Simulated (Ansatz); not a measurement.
The reference is WC (space group P-6m2, No. 187; a = 2.9122 Å, c = 2.8362 Å). Axes: x lies along a and z along c of the hexagonal cell.

Structures relaxed with plane-wave PAW DFT at the r2SCAN level (Ansatz, an electronic-structure program, 500 eV), no SOC.

Base:

Simulated powder pattern, Cu Kα, λ = 1.54184 Å (kinematic, ideal powder, no thermal factors, no anomalous dispersion; the 10 strongest lines at most, above 2 %, up to 2θ = 90°):

| 2θ (°) | I/Imax (%) | hkl |
|---|---|---|
| 31.54 | 43 | (001) |
| 35.60 | 100 | (100) |
| 48.29 | 96 | (101) |
| 63.94 | 22 | (110) |
| 65.86 | 6.7 | (002) |
| 73.05 | 25 | (111) |
| 75.38 | 12 | (200) |
| 77.17 | 23 | (102) |
| 83.99 | 20 | (201) |

After one change:

Simulated powder pattern, Cu Kα, λ = 1.54184 Å (kinematic, ideal powder, no thermal factors, no anomalous dispersion; the 10 strongest lines at most, above 2 %, up to 2θ = 90°):

```json
[
 {"2θ (°)": "31.54", "I/Imax (%)": "100"},
 {"2θ (°)": "34.91", "I/Imax (%)": "82"},
 {"2θ (°)": "35.63", "I/Imax (%)": "78"},
 {"2θ (°)": "36.33", "I/Imax (%)": "75"},
 {"2θ (°)": "47.75", "I/Imax (%)": "78"},
 {"2θ (°)": "48.31", "I/Imax (%)": "75"},
 {"2θ (°)": "48.86", "I/Imax (%)": "73"},
 {"2θ (°)": "71.79", "I/Imax (%)": "21"},
 {"2θ (°)": "73.10", "I/Imax (%)": "20"},
 {"2θ (°)": "74.39", "I/Imax (%)": "19"}
]
```

**Question.** What was done to the base?
A. biaxial strain −2.09 %, plane normal [001], relaxed out of plane
B. tensor shear ε_xz = +0.22 %
C. biaxial strain +3.71 %, plane normal [001], relaxed out of plane
D. tensor shear ε_xy = +2.23 %

**Answer.** D, tensor shear ε_xy = +2.23 %. Its volume per atom is 10.41 Å³ against 10.42 Å³, and its space group is Pm (No. 6).

Stability against distortions was not tested. The final runs are not spin-polarised.
